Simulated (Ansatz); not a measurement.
## Sc on the Si site (3C silicon carbide host)

Method: PBE, PAW (plane waves to 420 eV; Ansatz, a program for electronic structure). The supercell holds 64 host sites (2×2×2 repeats of the unit cell), with a 2×2×2 shifted k-point sampling for the final energies. Site at the start: the Si site. Energies of charged states are corrected for periodic images (point charge plus alignment at distant sites). Dielectric constants: PBE linear response of the host. Host gap at this level: 1.37 eV. These values are not converged in cell size to better than tenths of an eV. The semilocal functional narrows the gap, so deep levels can fall outside it. Spin–orbit coupling is left out. Each state is the lowest found from its start.

Formation energies E_f are given with the Fermi level at the valence-band maximum. Chemical conditions: C-rich (Δμ(Si) = -0.41 eV, Δμ(Sc) = -0.99 eV, bounded by Sc5Si3 (P6_3/mcm); only phases computed here count, gases as isolated molecules at 0 K); Si-rich (Δμ(Si) = 0.00 eV, Δμ(Sc) = -1.23 eV, bounded by Sc5Si3 (P6_3/mcm); only phases computed here count, gases as isolated molecules at 0 K). Reference phases: Sc: hcp Sc, Si: silicon.

| charge | moment (μB) | largest move off a lattice site (Å) | image correction with alignment (eV) | E_f, C-rich (eV) | E_f, Si-rich (eV) |
|---|---|---|---|---|---|
| +1* | not spin-polarised | 0.27 | – | – | – |
| 0† | 1.0 | 0.28 | 0.00 | 3.48 | 4.13 |
| −1 | not spin-polarised | 0.21 | 0.03 | 3.73 | 4.38 |

* At this level the carrier isn't localised at the defect: at charge +1 holes occupy the valence band. Such a state is shallow or no state of the defect, and this cell gives it no level.

† Not settled in this cell, so no level is given: charge 0: carriers not clearly localised.

Flagged in the runs: a doubtful potential alignment.
